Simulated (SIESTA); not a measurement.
Input and output of a self-consistent single point for Pd (Fm-3m, 1 atom in the cell) (SIESTA).

Method of the run: GGA PBE, numerical atomic orbitals DZP, PseudoDojo PBE standard norm-conserving potentials (rewritten from UPF to PSML) in SIESTA.

```xyz
1
Lattice="0.0000 1.9508 1.9508 1.9508 0.0000 1.9508 1.9508 1.9508 0.0000" Properties=species:S:1:pos:R:3 pbc="T T T"
Pd     0.0000     0.0000     0.0000
```

Reference input (self-consistent single point, DFT, GGA PBE, numerical atomic orbitals DZP, PseudoDojo PBE standard norm-conserving potentials (rewritten from UPF to PSML)): XC.functional = GGA; XC.authors = PBE; potentials = PseudoDojo PBE standard; PAO.BasisSize = DZP; PAO.EnergyShift = 0.005 Ry; MeshCutoff = 350 Ry; kgrid.MonkhorstPack = 7 7 7; OccupationFunction = FD; ElectronicTemperature = 1160.45 K; MaxSCFIterations = 150; SCF.Mixer.Method = Pulay; SCF.Mixer.Weight = 0.25. This run's input differs from it in these lines:

```diff
@@ -26,5 +26,5 @@
 %block kgrid.MonkhorstPack
-    7   0   0  0.0
-    0   7   0  0.0
-    0   0   7  0.0
+   12   0   0  0.0
+    0  12   0  0.0
+    0   0  12  0.0
 %endblock kgrid.MonkhorstPack
```

The program printed (abridged):

```
        iscf     Eharris(eV)        E_KS(eV)     FreeEng(eV)     dDmax    Ef(eV) dHmax(eV)
   scf:    1    -3678.341676    -3686.130732    -3686.195204  0.489519 -6.720634  0.037724
   scf:    2    -3686.130587    -3686.130665    -3686.195353  0.005058 -6.726608  0.035734
   scf:    3    -3686.129985    -3686.130333    -3686.195473  0.009410 -6.744579  0.020388
   scf:    4    -3686.129903    -3686.130119    -3686.195487  0.003740 -6.758345  0.000504
   scf:    5    -3686.130132    -3686.130125    -3686.195487  0.000286 -6.758382  0.000030
   scf:    6    -3686.130126    -3686.130126    -3686.195487  0.000011 -6.758384  0.000015
   scf:    7    -3686.130126    -3686.130126    -3686.195487  0.000005 -6.758383  0.000004
SCF Convergence by DM+H criterion
max |DM_out - DM_in|         :     0.0000047368
max |H_out - H_in|      (eV) :     0.0000038959
SCF cycle converged after 7 iterations

Using DM_out to compute the final energy and forces

siesta: E_KS(eV) =            -3686.1301

siesta: E_KS - E_eggbox =     -3686.1301

siesta: Atomic forces (eV/Ang):
     1    0.000000    0.000000   -0.000000
   Tot    0.000000    0.000000   -0.000000
   Max    0.000000
   Res    0.000000    sqrt( Sum f_i^2 / 3N )
   Max    0.000000    constrained

Stress tensor Voigt[x,y,z,yz,xz,xy] (kbar):      -76.09      -76.09      -76.09       -0.17       -0.17       -0.17
(Free)E + p*V (eV/cell)    -3685.4903
Target enthalpy (eV/cell)    -3686.1955

siesta: Program's energy decomposition (eV):
siesta: FreeEng =     -3686.195487

siesta: Stress tensor (static) (eV/Ang**3):
siesta:    -0.047489   -0.000103   -0.000103
siesta:    -0.000103   -0.047489   -0.000103
siesta:    -0.000103   -0.000103   -0.047489

siesta: Cell volume =         14.848809 Ang**3

siesta: Pressure (static):
siesta:                Solid            Molecule  Units
siesta:           0.00051722          0.00051722  Ry/Bohr**3
siesta:           0.04748858          0.04748858  eV/Ang**3
siesta:          76.08509394         76.08509394  kBar
```

The run converged in 7 iterations. Against the reference run the free energy rises by 17.6 meV/atom and the pressure goes from 8.11 to 7.61 GPa.

The starting cell has typed, rounded lattice constants, without a prior relaxation at this level. Its lattice was rescaled by up to half a per cent. Spin polarisation is off. Values carry the incompleteness of an atom-centred basis. With a pressure of about 8 GPa the cell is away from its equilibrium volume at this level.
